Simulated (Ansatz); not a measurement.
# ZnSnAs2 under a change: isotropic strain +1.50 %

The parent structure is ZnSnAs2 in the chalcopyrite structure (space group I-42d, No. 122; a = 5.8395 Å, c = 11.7375 Å).

One thing is altered: the cell is scaled by 1.0150 in all directions, atoms relaxed at fixed cell.

Level of theory: PBEsol (Ansatz, a program for electronic structure), spin-orbit coupling left out. Settings: 8×8×8 k-points, 0.05 eV Fermi–Dirac smearing.

- Energy relative to the base (free energy F) = +9.2 meV/atom
- Band gap = zero (base zero)

Final structure:

```
CELL_PARAMETERS angstrom
     -2.96354     2.96354     5.95676
      2.96354    -2.96354     5.95676
      2.96354     2.96354    -5.95676
ATOMIC_POSITIONS crystal
  Sn 0.50000 0.50000 0.00000
  Sn 0.25000 0.75000 0.50000
  As 0.37500 0.35074 0.47574
  As 0.64926 0.12500 0.02426
  As 0.87500 0.89926 0.52426
  As 0.10074 0.62500 0.97574
  Zn 0.00000 0.00000 0.00000
  Zn 0.75000 0.25000 0.50000
```

Cost of the whole job for the changed cell (relaxation, final SCF and bands): about 5 core-minutes (a rough figure).

A case with no gap was solved on a k-mesh chosen for an insulator, which is coarse for it. No phonon test of stability was made. The final runs are not spin-polarised. A zero or small gap of ZnSnAs2 can be the functional's error rather than a property of the material.
